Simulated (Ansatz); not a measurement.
## Response to strain and stress in Ir

Base system: Ir in the fcc (Cu type) structure (space group Fm-3m, No. 225; a = 3.846 Å; relaxed with 0.1 eV smearing). Axes: x, y, z lie along the cube axes.

Strains are applied to the cell and any free atomic positions relax; under biaxial strain the out-of-plane vector relaxes too; under stress the whole cell relaxes.

Computed with r2SCAN/PAW in Ansatz (a program for electronic structure), scalar-relativistic without spin-orbit coupling, earlier PAW set.

Candidates:
(a) uniaxial stress, 8 GPa tension along x
(b) biaxial strain +4.86 %, plane normal [001], relaxed out of plane
(c) isotropic strain +3.48 %

Notes on the quantities. energy relative to the base: free energy F.

Q: Order them by energy relative to the base, highest first.

A: (c) isotropic strain +3.48 % (+159 meV/atom), (b) biaxial strain +4.86 %, plane normal [001], relaxed out of plane (+122 meV/atom), (a) uniaxial stress, 8 GPa tension along x (+5.9 meV/atom)

Beyond what the load breaks, stability against distortions was not tested. All final runs are without spin polarisation.
